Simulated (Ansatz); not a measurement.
The reference is LiF in the rock salt structure (space group Fm-3m, No. 225; a = 4.0077 Å).

Method: Kohn–Sham DFT with the PBEsol functional, run in Ansatz (a program for electronic structure) with PAW and 420 eV plane waves, no SOC.

Carriers are added at fixed cell with a uniform background; the Fermi–Dirac width is that of 300 K.

One change was made to it. Results:

The Fermi level relative to the doped band's edge (positive inside the band; to 0.05 eV) is +0.30 eV; the gap between the host's bands shrinks by 0.02 eV (9.05 eV → 9.03 eV); the gap character stays direct at Γ.

Q: What was done to the base?
A. electrons 7.0×10^20 cm⁻³
B. holes 1.0×10^21 cm⁻³
C. holes 2.0×10^21 cm⁻³
D. holes 7.0×10^20 cm⁻³

A: A, electrons 7.0×10^20 cm⁻³. For comparison, the Fermi level from band edge in the other runs: holes 1.0×10^21 cm⁻³ gives 0.00 eV; holes 7.0×10^20 cm⁻³ gives -0.05 eV; holes 2.0×10^21 cm⁻³ gives 0.00 eV.

Carriers are added with a uniform compensating background; total energy and stress of such cells depend on the potential's zero and are not compared; many-body gap narrowing is missing at this level. No phonon test of stability was made.
